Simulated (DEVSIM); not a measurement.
Structure: Cr/SiO2/p-Si capacitor, at 300 K.

| layer (left to right) | material | thickness (nm) | Na (cm⁻³) |
|---|---|---|---|
| 1 | SiO2 | 9.20 | - |
| 2 | Si | 4200 | 1.9e16 |

Metal gate on the left, work function 4.5 eV. Fixed charge at the semiconductor interface 0 cm⁻² (in units of +e); no interface traps.

The device is made up for the run: typed textbook-type constants, with dimensions and the other settings drawn at random. Values at 300 K.

```
parameter      SiO2       Si
-------------  ----  -------
gap (eV)          9    1.124
affinity (eV)   0.9     4.05
permittivity    3.9     11.7
Nc (cm⁻³)         -  2.86e19
Nv (cm⁻³)         -   3.1e19
```

Simulated with DEVSIM: 1D Poisson equation in equilibrium, Boltzmann statistics, complete ionisation; no quantum confinement or tunnelling. Metal contacts follow the ideal Schottky-Mott rule: no Fermi-level pinning, no interface dipoles.

The substrate doping was swept, all else fixed.

```csv
substrate doping (cm^-3),flat-band voltage (V),threshold voltage (band bending 2φF) (V),minimum of the low-frequency capacitance (μF/cm²)
9.5e14,-0.41,0.22,0.0129
1.9e15,-0.42,0.25,0.0178
3.8e15,-0.44,0.30,0.0233
9.5e15,-0.46,0.37,0.0350
1.9e16,-0.48,0.44,0.0456
3.8e16,-0.50,0.54,0.0598
```

From the first row to the last the flat-band voltage goes from -0.41 to -0.50. From the first row to the last the threshold voltage (band bending 2φF) goes from 0.22 to 0.54.
